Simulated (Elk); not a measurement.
Input and output of a self-consistent single point for C (Fd-3m, 2 atoms in the cell) (Elk).

Computed with PBE, all-electron FP-LAPW, Elk's shipped species files, APW+lo basis with extra local orbitals run with Elk.

The change in words: lattice scaled by 0.98. Reference geometry:
```
CELL_PARAMETERS angstrom
      0.00000     1.78038     1.78038
      1.78038     0.00000     1.78038
      1.78038     1.78038     0.00000
ATOMIC_POSITIONS crystal
  C  0.50000 0.50000 0.50000
  C  0.75000 0.75000 0.75000
```

Reference input (self-consistent single point, DFT, PBE, all-electron FP-LAPW, Elk's shipped species files, APW+lo basis with extra local orbitals): xctype = 20; rgkmax = 7.5; swidth = 0.000367493 Ha; ngridk = 13 13 13; gmaxvr = 14 1/bohr; nxlo = 2; lorbcnd = true; lmaxi = 3; maxscl = 100. This run's input differs from it in these lines:

```diff
@@ -28,5 +28,5 @@
 avec
-    0.0000000000    3.3644211491    3.3644211491
-    3.3644211491    0.0000000000    3.3644211491
-    3.3644211491    3.3644211491    0.0000000000
+    0.0000000000    3.2971336710    3.2971336710
+    3.2971336710    0.0000000000    3.2971336710
+    3.2971336710    3.2971336710    0.0000000000
```

Output, abridged:

```
│ Self-consistent loop started │
│ Loop number : 1 │
 total energy                :     -78.2882594916
│ Loop number : 2 │
 total energy                :     -78.2669716174
RMS change in Kohn-Sham potential (target) :    4.825157157     (  0.1000000000E-05)
Absolute change in total energy (target)   :   0.2128787420E-01 (  0.1000000000E-03)
│ Loop number : 3 │
 total energy                :     -77.2347891326
RMS change in Kohn-Sham potential (target) :    2.605274096     (  0.1000000000E-05)
Absolute change in total energy (target)   :    1.037504453     (  0.1000000000E-03)
│ Loop number : 4 │
   [... lines left out ...]
Absolute change in total energy (target)   :   0.4770048018E-03 (  0.1000000000E-03)
│ Loop number : 12 │
 total energy                :     -76.2265428053
RMS change in Kohn-Sham potential (target) :   0.2184015950E-04 (  0.1000000000E-05)
Absolute change in total energy (target)   :   0.1635473249E-03 (  0.1000000000E-03)
│ Loop number : 13 │
 total energy                :     -76.2265056429
RMS change in Kohn-Sham potential (target) :   0.7655401297E-06 (  0.1000000000E-05)
Absolute change in total energy (target)   :   0.7804925787E-04 (  0.1000000000E-03)
Convergence targets achieved

│ Loop number : 14 │

Energies :
 Fermi                       :     0.487463391341
 total energy                :     -76.2265045737

Density of states at Fermi energy :   0.2720433137E-06
 (states/Hartree/unit cell)

Estimated indirect band gap :   0.1581007233
 from k-point      1 to k-point     44
Estimated direct band gap   :   0.2126612914
 at k-point      1

Charges :
 core                        :    4.000000000
 valence                     :    8.000000000
 interstitial                :    3.290559759
 muffin-tins (core leakage)
  species :    1 (C)
   atom    1                 :    4.354720121     (  0.1170630190E-03)
   atom    2                 :    4.354720121     (  0.1170630190E-03)
 total in muffin-tins        :    8.709440241
 total calculated charge     :    11.99544013
 total charge                :    12.00000000
 error                       :   0.4559865762E-02

│ Self-consistent loop stopped │
```

The run converged in 14 iterations. The count includes the last loop, which Elk runs after its targets are met. Against the reference run the gap on the mesh goes from 4.168 to 4.302 eV.

The starting cell comes from a database of computed structures (which also holds hypothetical and non-ambient phases and stackings), without a prior relaxation at this level. For this run, on top of that: lattice scaled by 0.98. Values depend on the basis (sphere radii, cutoffs, local orbitals), which need not be converged.
